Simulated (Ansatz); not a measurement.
# CuI (P4/nmm, No. 129, 4 atoms in the cell; start mp-22863; a measured phase of this formula has another space group): lattice parameter a by level of theory

No measured value is used here.

Put these levels in order of the lattice parameter a that they give for CuI (P4/nmm, No. 129, 4 atoms in the cell; start mp-22863; a measured phase of this formula has another space group), smallest first: LDA (Ansatz, a first-principles code), r²SCAN (Ansatz), r²SCAN+rVV10 (Ansatz).

LDA (3.958 Å), r²SCAN+rVV10 (4.054 Å), r²SCAN (4.096 Å)

Cutoffs differ between the levels. Ansatz's density-functional and Hartree–Fock values are scalar-relativistic unless marked +SOC, with PAW data made under PBE.

A start named mp-… is a Materials Project structure, which need not be a measured phase.
